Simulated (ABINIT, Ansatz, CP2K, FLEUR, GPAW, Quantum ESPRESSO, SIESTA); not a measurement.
**Code comparison for F2 (C2/c, 4 atoms in the cell)**

Self-consistent single point.

```
CELL_PARAMETERS angstrom
      2.55632    -1.58403     0.00000
      2.55632     1.58403     0.00000
     -0.56211     0.00000     6.59771
ATOMIC_POSITIONS crystal
  F  0.59583 0.91533 0.59796
  F  0.40417 0.08467 0.40204
  F  0.08467 0.40417 0.90204
  F  0.91533 0.59583 0.09796
```

Shared settings, as Ansatz (a program for electronic structure) writes them: kpoints.mp_grid.grid = 10 10 4; scf.occupations.method = fixed. Potentials and cutoffs stand in the table.

```tsv
code	model	pressure (GPa)	largest force (eV/Å)	gap on the mesh (eV)	cutoff
GPAW	LDA (Perdew-Wang 92), GPAW PAW datasets LDA (gpaw-data 1.0.1)	–	0.523	2.508	900 eV
FLEUR	LDA (Perdew-Zunger), all-electron FLAPW (FLEUR), scalar-relativistic valence	–	0.421	2.499	Kmax 4.8 1/bohr
ABINIT	LDA (PW92), norm-conserving pseudopotentials (PseudoDojo nc-sr-04 LDA standard)	-3.33	0.509	2.347	42 Ha
SIESTA	LDA PW92, numerical atomic orbitals DZP, PseudoDojo LDA standard norm-conserving potentials (rewritten from UPF to PSML)	-6.44	0.092	2.323	grid 350 Ry
CP2K	LDA (Pade form), GPW, DZVP-MOLOPT-SR-GTH basis, GTH-PADE potentials (GTH_POTENTIALS)	-2.50	0.296	2.506	grid 550 Ry
Quantum ESPRESSO	LDA (PZ), GBRV 1.5 ultrasoft (LDA) pseudopotentials	-3.41	0.336	2.521	40 Ry
Ansatz	LDA (PW92), default PAW files made with PBE	-5.04	0.642	2.491	default
```

A dash marks a value that a program does not give, or that is left out as unsure.

Gaps are read on the mesh.

The spread over the programs that give each value: pressure within 3.94 GPa; largest force within 0.550 eV/Å; gap on the mesh within 0.198 eV.

SIESTA and CP2K use small atom-centred bases, whose incompleteness enters pressures, forces and empty levels differently from a plane-wave cutoff. FLEUR treats all electrons, but the usual bases taken here (sphere radii, linearisation, local orbitals, empty states) were not tested for convergence, so the values are no reference for the others. Ansatz's pressure is given at a fixed set of plane waves, as the other plane-wave codes print theirs; with its correction for the finite basis it is -3.53 GPa (the shift of 1.51 GPa shows how far the cutoff is from converged). The pressure of GPAW is left out: its cutoff lies under the one at which its stress was checked. The same LDA comes in different parametrisations, which differ slightly. In the pressure, SIESTA (by 3.03) and Ansatz (by 1.63) lie more than 1 GPa from the median of the plane-wave programs. In the gap, ABINIT (by 0.152) and SIESTA (by 0.177) lie more than 0.12 eV from the median of the plane-wave programs. In the force vectors, FLEUR (by 0.097), SIESTA (by 0.608), CP2K (by 0.223), Quantum ESPRESSO (by 0.180) and Ansatz (by 0.126) lie more than 0.08 eV/Å from the median of the plane-wave programs.

The starting cell comes from a database of computed structures (which also holds hypothetical and non-ambient phases and stackings), without a prior relaxation at this level.

Keys are those of Ansatz 0.2.
